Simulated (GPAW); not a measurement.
A user runs GPAW on Cs2NaAlF6 (Fm-3m, 10 atoms in the cell) and asks whether the run is sound. The aim is a self-consistent single point with DFT PBEsol, plane waves, GPAW PAW datasets PBEsol (made by gpaw-setup).

Cell that was meant: a = 6.1873 Å, b = 6.1873 Å, c = 6.1873 Å, α = 60.00°, β = 60.00°, γ = 60.00°.

Part of the input:

```python
            nbands=-4,
            convergence={'forces': 0.001, 'bands': -2},
            symmetry={'symmorphic': False, 'tolerance': 0.0005},
            charge=1,
            maxiter=120,
            txt='-')
```

Log, with long lists cut:

```
Input parameters:
  charge: 1
  convergence: {bands: -2,
                forces: 0.001}
  kpts: [3 3 3]
  maxiter: 120
  mode: {ecut: 950,
   [... lines left out ...]
   9 F      4.375110    4.375110    6.888086    ( 0.0000,  0.0000,  0.0000)

Unit cell:
           periodic     x           y           z      points  spacing
  1. axis:    yes    0.000000    4.375110    4.375110    45     0.1123
  2. axis:    yes    4.375110    0.000000    4.375110    45     0.1123
  3. axis:    yes    4.375110    4.375110    0.000000    45     0.1123

  Lengths:   6.187340   6.187340   6.187340
  Angles:   60.000000  60.000000  60.000000

Effective grid spacing dv^(1/3) = 0.1225
     iter     time        total  log10-change:
                         energy   eigst   dens  force
iter:   1 --:--:--   -56.672191   -0.16
iter:   2 --:--:--   -54.990446   -1.29  -1.05
iter:   3 --:--:--   -51.224356   -0.08  -1.12
iter:   4 --:--:--   -51.214537   -0.96  -1.49
iter:   5 --:--:--   -51.572608   -1.18  -1.53
iter:   6 --:--:--   -51.289917   -1.73  -1.73
iter:   7 --:--:--   -51.270068   -2.13  -2.29
iter:   8 --:--:--   -51.265849c  -2.39  -2.54
iter:   9 --:--:--   -51.266935c  -3.59  -2.60
iter:  10 --:--:--   -51.266402c  -4.39  -3.03
iter:  11 --:--:--   -51.265877c  -3.76  -3.15
iter:  12 --:--:--   -51.265860c  -4.41  -3.45
iter:  13 --:--:--   -51.265860c  -5.17  -4.11c
iter:  14 --:--:--   -51.265864c  -5.57  -4.11c
iter:  15 --:--:--   -51.265862c  -6.29  -4.20c
iter:  16 --:--:--   -51.265857c  -5.91  -4.32c
iter:  17 --:--:--   -51.265858c  -6.64  -4.45c
iter:  18 --:--:--   -51.265858c  -6.59  -4.48c
iter:  19 --:--:--   -51.265861c  -6.51  -4.53c
iter:  20 --:--:--   -51.265860c  -6.92  -4.69c
iter:  21 --:--:--   -51.265860c  -7.62c -4.73c
iter:  22 --:--:--   -51.265860c  -7.05  -4.79c
iter:  23 --:--:--   -51.265860c  -7.69c -5.15c -3.10c
Converged after 23 iterations.

Dipole moment: (-0.000000, -0.000000, -0.000000) |e|*Ang

Energy contributions relative to reference atoms: (reference = -450664.328022)

Kinetic:        +13.408972
Potential:      -25.932617
External:        +0.000000
XC:             -38.689828
Entropy (-ST):   -0.003277
Local:           -0.050747
SIC:             +0.000000
--------------------------
Free energy:    -51.267498
Extrapolated:   -51.265860

Showing only first 2 kpts
 Kpt  Band  Eigenvalues  Occupancy
  0    32      0.27517    1.83485
  0    33      0.27517    1.83485
  0    34      0.27517    1.83459
  0    35      7.57601    0.00000

  1    32      0.20093    2.00000
  1    33      0.20321    2.00000
  1    34      0.29427    0.18891
  1    35      9.48272    0.00000

   [... lines left out ...]
Fermi level: 0.28498
No gap
   [... lines left out ...]
  5 F     0.34078   -0.00000    0.00000
  6 F     0.00000   -0.34078   -0.00000
  7 F     0.00000    0.34078    0.00000
  8 F    -0.00000   -0.00000   -0.34078
  9 F    -0.00000    0.00000    0.34078

Stress tensor:
     0.066364     0.000000     0.000000
     0.000000     0.066364    -0.000000
     0.000000    -0.000000     0.066364
Stress (GPa, Voigt): [10.6326 10.6326 10.6326 -0.      0.      0.    ]
```

Question: Can these results be used? Check the input.

Answer: The run is not sound. The fault is an unintended net charge. A charged periodic cell changes the electron count and is neutralised by a uniform background, so energy, forces and pressure belong to another system. To fix it, remove the charge. The run converged in 23 iterations without an error; against the sound input the largest force goes from 0.075 to 0.341 eV/Å and no clean gap remains on the mesh (levels overlap or are partly filled), against 6.56 eV before.

An input that runs soundly differs in these lines (not the only fix; some lines may just follow from the change or write a value another way):
```diff
-            charge=1,
```

With that input, the run converged in 28 iterations: free energy E − TS (from the program's reference atoms) -50.6927 eV; top of the valence band (on the code's own zero) 0.88 eV; gap on the k-point mesh 6.56 eV; largest force (vector length) 0.075 eV/Å (DFT PBEsol, plane waves, GPAW PAW datasets PBEsol (made by gpaw-setup)).

On the sound input: the starting cell comes from a database of computed structures (which also holds hypothetical and non-ambient phases and stackings), without a prior relaxation at this level.
